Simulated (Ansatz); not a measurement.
## Ba₂BeN₂ (model structure, started from the Ca2ZnN2 type, I4/mmm, No. 139, 5 atoms in the cell)

These are r²SCAN in Ansatz (plane waves, PAW) values and carry that method's errors.

Numerical settings: plane-wave cutoff 560 eV, 20×20×20 k mesh, Fermi–Dirac smearing 0.05 eV, scalar-relativistic PAW data made under PBE.

Cell (relaxed at this level):

```cif
data_Ba4Be2N4
_chemical_formula_sum 'Ba4 Be2 N4'
_space_group_name_H-M_alt 'I4/mmm'
_space_group_IT_number 139
_space_group_name_Hall '-I 4 2'
_cell_length_a 4.10381
_cell_length_b 4.10381
_cell_length_c 12.14195
_cell_angle_alpha 90.000
_cell_angle_beta 90.000
_cell_angle_gamma 90.000
loop_
_atom_site_label
_atom_site_type_symbol
_atom_site_symmetry_multiplicity
_atom_site_Wyckoff_symbol
_atom_site_fract_x
_atom_site_fract_y
_atom_site_fract_z
_atom_site_occupancy
Ba1 Ba 4 e 0.00000 0.00000 0.34954 1
Be1 Be 2 a 0.00000 0.00000 0.00000 1
N1 N 4 e 0.00000 0.00000 0.12708 1
```
(The calculation used a cell of 5 atoms; values per cell refer to that cell.)

| Property | Value |
|---|---|
| band gap | 1.13 eV |
| Γ–Γ gap | 1.54 eV |

Note: the relaxation could raise the start's symmetry but not lower it, so the cell can be a saddle point.

Spin–orbit coupling is not included.

Computed values are for the static lattice.

A model structure was made by putting elements into a prototype or built by hand; it is no filed structure, need not be a known phase, and can be a saddle point held by its symmetry.

Ansatz is a quantum-chemistry and plane-wave program.
